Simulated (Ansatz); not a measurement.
NH2 on the 1x1 (111) surface of fcc Rh, one in a 2x2 cell, energies for each (25.4 Å²). Energies are against NH3(g) − ½ H2(g), without zero-point or thermal terms; each row is named by its start.

These are PBE (plane waves to 420 eV, PAW; Ansatz, a program for electronic structure) values and carry that method's errors.

Set-up: 19 atoms, 6.5 Å thick at the start under the adsorbate (thin: gaps and levels are the slab's own); mesh 6x6x1; 0.1 eV smearing; dipole correction on; 8 atoms held, the rest relaxed; each run with such symmetry as its start has; spin where the adsorbate may keep a moment, no spin-orbit, no U, no dispersion correction.

A negative adsorption energy means that the adsorbate is more stable on the surface than in its reference. Starts that drift may end in the same place. Heights count from the host atoms within 0.3 Å of the top one.

```csv
starting site,E_ads (eV),height (Å),nearest host atom (Å),bonded to,Δ work function (eV),lateral drift (Å),moment (μB)
top Rh,0.23,1.61,Rh 2.03,3 Rh,-1.69,1.3,0.0
hollow Rh-Rh-Rh over Rh at depth 2.2 Å,0.34,1.64,Rh 2.02,3 Rh,-1.70,0.3,–
hollow Rh-Rh-Rh over Rh at depth 4.4 Å,0.23,1.61,Rh 2.03,3 Rh,-1.69,0.2,–
bridge Rh-Rh (span 2.7 Å),-0.11,1.66,Rh 2.08,2 Rh,-1.67,0.0,–
```
